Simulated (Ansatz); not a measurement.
We consider TiO₂ (Pbcn, No. 60, 12 atoms in the cell; start mp-1439; high-pressure phase), described by LDA in Ansatz (PAW).

Settings: plane-wave cutoff 520 eV, 8×6×8 k mesh (along the axes of the cell as run), Fermi–Dirac smearing 0.01 eV, no spin polarisation, scalar-relativistic PAW data made under PBE.

Cell (relaxed at this level):

```xyz
12
Lattice="4.4999 0.0000 0.0000 0.0000 5.4403 0.0000 0.0000 0.0000 4.8419" Properties=species:S:1:pos:R:3 pbc="T T T"
Ti     2.2499     3.6667     3.6314
Ti     2.2499     1.7736     1.2105
Ti     0.0000     4.4937     1.2105
Ti     0.0000     0.9466     3.6314
O      3.2776     3.3602     0.3944
O      1.2223     2.0801     4.4475
O      3.4723     4.8003     2.8153
O      1.0276     0.6400     2.0266
O      1.0276     4.8003     4.4475
O      3.4723     0.6400     0.3944
O      1.2223     3.3602     2.0266
O      3.2776     2.0801     2.8153
```

Question: Predict the band gap.

Answer: 
band gap: 2.68 eV (on the SCF k mesh)

Note: the relaxation could not lower the start's symmetry, so the cell can be a saddle point above a distorted one.

Static lattice: no zero-point or thermal effects.

Computing time: about 9 core-minutes (a rough figure).

A start named mp-… is a Materials Project structure, which need not be a measured phase.

Ansatz is a quantum-chemistry and plane-wave program.
